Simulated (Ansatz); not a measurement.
**Pressure series in WS2**

Base system: WS2 in the 2H-MoS2 type structure (space group P6_3/mmc, No. 194; layered, stacked along the Cartesian z axis).

```xyz
6
Lattice="3.1149 0.0000 0.0000 -1.5574 2.6976 0.0000 0.0000 0.0000 11.7733" Properties=species:S:1:pos:R:3 pbc="T T T"
W      0.0000     1.7984     2.9433
W      1.5574     0.8992     8.8300
S      0.0000     1.7984     7.2578
S      1.5574     0.8992     1.3711
S      1.5574     0.8992     4.5156
S      0.0000     1.7984    10.4022
```

Cell and atoms are relaxed at each pressure.

Computed with DFT with PBEsol-D3(BJ), PAW potentials and a 420 eV plane-wave cutoff in Ansatz (an electronic-structure program), spin-orbit coupling left out, earlier PAW set.

For the base:

```
Quantity   Result
--------  -------
Band gap  0.66 eV
```

Q: The aim is a band gap between 0.39 eV and 0.45 eV. Which of these changes reaches it?
A) pressure 0.9 GPa
B) pressure 30 GPa
C) pressure 4.5 GPa

A: C, pressure 4.5 GPa. It gives 0.43 eV; pressure 30 GPa gives zero; pressure 0.9 GPa gives 0.60 eV. Changes not listed may reach it too

The mesh was chosen for an insulator and is coarse for the gapless case. With W present, leaving out spin-orbit coupling can change the band edges. Load acts through the strain it causes; cell and atoms are relaxed under it. No phonon test of stability was made. Competing high-pressure phases were not computed. All final runs are without spin polarisation. A zero or small gap of WS2 under pressure 30 GPa can be the functional's error rather than a property of the material.
